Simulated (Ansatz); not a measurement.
Input and output of a self-consistent single point for K2LiLaF6 (Fm-3m, 10 atoms in the cell) (Ansatz, a program for electronic structure).

Level of theory: PBE (plane waves, PAW; Ansatz).

```
CELL_PARAMETERS angstrom
      0.00000     4.29005     4.29005
      4.29005     0.00000     4.29005
      4.29005     4.29005     0.00000
ATOMIC_POSITIONS crystal
  K  0.25000 0.25000 0.25000
  K  0.75000 0.75000 0.75000
  Li 0.50000 0.50000 0.50000
  La 0.00000 0.00000 0.00000
  F  0.74910 0.25090 0.25090
  F  0.25090 0.74910 0.74910
  F  0.25090 0.74910 0.25090
  F  0.74910 0.25090 0.74910
  F  0.25090 0.25090 0.74910
  F  0.74910 0.74910 0.25090
```

Reference input (self-consistent single point, DFT, PBE, plane waves, default PAW files): basis.ecutwfc = 420 eV; kpoints.mp_grid.grid = 6 6 6; hamiltonian.xc = pbe; hamiltonian.pseudopotentials = {kind: paw} (the program's default PAW files); scf.occupations.method = gaussian; scf.occupations.width = 0.1 eV. This run's input differs from it in these lines:

Ansatz 0.2 input:
```diff
@@ -17,3 +17,3 @@
 basis:
-  ecutwfc: 420.0 eV
+  ecutwfc: 250.0 eV
 kpoints:
```

Output, abridged:

```
SCF iter   1: F=—  HF=-14378.243824 eV  |F-HF|=—  |Δ(HF+E_count)|=         —  Δρ=7.30e-2  dr2=2.40e0  ethr=1.77e-3  ⟨swp⟩=6.7  Hψ=2878  notcnv=0
all-band conjugate gradients solve this SCF's bands
preconditioner: auto → Resta (q_TF=auto, 2.405 Å⁻¹)
SCF iter   2: F=—  HF=-14377.540098 eV  |F-HF|=—  |Δ(HF+E_count)|=   7.04e-1  Δρ=2.09e-2  dr2=2.67e-1  ethr=1.77e-3  ⟨swp⟩=2.1  Hψ=1521  notcnv=0  defer=50
   [... lines left out ...]
SCF iter   4: F=—  HF=-14377.524609 eV  |F-HF|=—  |Δ(HF+E_count)|=   2.04e-3  Δρ=1.26e-3  dr2=5.34e-4  ethr=6.47e-5  ⟨swp⟩=2.6  Hψ=1165  notcnv=0  defer=56
SCF iter   5: F=—  HF=-14377.524660 eV  |F-HF|=—  |Δ(HF+E_count)|=   5.07e-5  Δρ=9.23e-5  dr2=6.57e-6  ethr=7.22e-7  ⟨swp⟩=2.5  Hψ=1244  notcnv=0  defer=56
SCF iter   6: F=—  HF=-14377.522568 eV  |F-HF|=—  |Δ(HF+E_count)|=   2.09e-3  Δρ=2.70e-5  dr2=7.08e-7  ethr=8.87e-9  ⟨swp⟩=2.0  Hψ=1324  notcnv=0  defer=54
SCF iter   7: F=-14377.522568 eV  HF=-14377.522568 eV  |F-HF|=7.50e-9  |Δ(HF+E_count)|=   7.20e-8  Δρ=3.07e-6  dr2=1.93e-8  ethr=1.35e-10  ⟨swp⟩=10.2  Hψ=3534  notcnv=0
SCF 1 converged in 7 iterations: F = -14377.522568 eV  dr2 = 1.93e-8
Free energy (F): -14377.522568 eV
Internal energy: -14377.522568 eV  (E = F + TS)
E sigma→0 (E₀):  -14377.522568 eV
Fermi energy:    5.811628 eV
--- Forces (eV/Å), atoms counted from 1 ---
  atom   1  K      0.00000000     0.00000000    -0.00000000
  atom   2  K      0.00000000    -0.00000000     0.00000000
  atom   3  Li     0.00000000     0.00000000     0.00000000
  atom   4  La    -0.00000000     0.00000000     0.00000000
  atom   5  F      2.41815410    -0.00000000     0.00000000
  atom   6  F     -2.41815410     0.00000000     0.00000000
  atom   7  F      0.00000000     2.41815410    -0.00000000
  atom   8  F     -0.00000000    -2.41815410    -0.00000000
  atom   9  F      0.00000000     0.00000000     2.41815410
  atom  10  F     -0.00000000     0.00000000    -2.41815410
--- Stress (GPa, compression-positive) ---
        9.505264      -0.000000       0.000000
       -0.000000       9.505264      -0.000000
        0.000000       0.000000       9.505264
  P = ⅓ Tr σ = 9.5053 GPa (95.053 kbar)
  The stress holds the Pulay correction. Without it, at fixed plane waves, as pw.x and ABINIT print it: P = -74.0649 GPa
```

The run converged in 7 iterations. Against the reference run the free energy goes up by 1.79 eV/atom, the pressure goes from 11.44 to 9.51 GPa, the largest force goes from 2.753 to 2.418 eV/Å and the gap on the mesh goes from 6.145 to 6.192 eV.

The starting cell was generated: these elements placed on a structure prototype, without a prior relaxation; it need not be a known phase or ordering of this composition. Its lattice was rescaled by a random factor within 2.5 % of one. Forces in this geometry exceed 1 eV/Å. Ansatz's pressure includes its estimate of the finite-basis (Pulay) stress. Without the estimate this run gives -74.06 GPa. The cutoff lies below the one recommended for these files.
